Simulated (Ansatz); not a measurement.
The starting structures come from a database of crystals and need not be the phases stable at ambient conditions.

Data:

```yaml
crystal:
  lattice:
    - [5.36968, 0.00000, 0.00000]
    - [0.00000, 7.71809, 0.00000]
    - [0.00000, 0.00000, 5.48664]
  atoms:
    - { symbol: Ti, position: [0.00000, 0.50000, 0.50000] }
    - { symbol: Ti, position: [0.50000, 0.50000, 0.00000] }
    - { symbol: Ti, position: [0.50000, 0.00000, 0.00000] }
    - { symbol: Ti, position: [0.00000, 0.00000, 0.50000] }
    - { symbol: Cd, position: [0.99137, 0.75000, 0.96105] }
    - { symbol: Cd, position: [0.00863, 0.25000, 0.03895] }
    - { symbol: Cd, position: [0.49137, 0.25000, 0.53895] }
    - { symbol: Cd, position: [0.50863, 0.75000, 0.46105] }
    - { symbol: O, position: [0.29888, 0.45330, 0.29624] }
    - { symbol: O, position: [0.70112, 0.54670, 0.70376] }
    - { symbol: O, position: [0.79888, 0.54670, 0.20376] }
    - { symbol: O, position: [0.20112, 0.45330, 0.79624] }
    - { symbol: O, position: [0.20112, 0.04670, 0.79624] }
    - { symbol: O, position: [0.79888, 0.95330, 0.20376] }
    - { symbol: O, position: [0.70112, 0.95330, 0.70376] }
    - { symbol: O, position: [0.29888, 0.04670, 0.29624] }
    - { symbol: O, position: [0.91056, 0.25000, 0.47196] }
    - { symbol: O, position: [0.08944, 0.75000, 0.52804] }
    - { symbol: O, position: [0.41056, 0.75000, 0.02804] }
    - { symbol: O, position: [0.58944, 0.25000, 0.97196] }
```

Space group of this cell: Pnma. The cell is taken as given; by PBEsol its mean pressure is -8.3 GPa.

Transport runs along the normal of the first two printed cell vectors.

The gap is the functional's own. No spin-orbit coupling. Mid-gap values are interpolated on the energy grid.

Q: Compute, with PBEsol (Ansatz, a program for electronic structure), the band gap and the smallest decay constant κ at mid-gap.

A: Gap 2.14 eV on a 6×4×6 mesh; κ = 0.234 1/Å, at the zone centre.
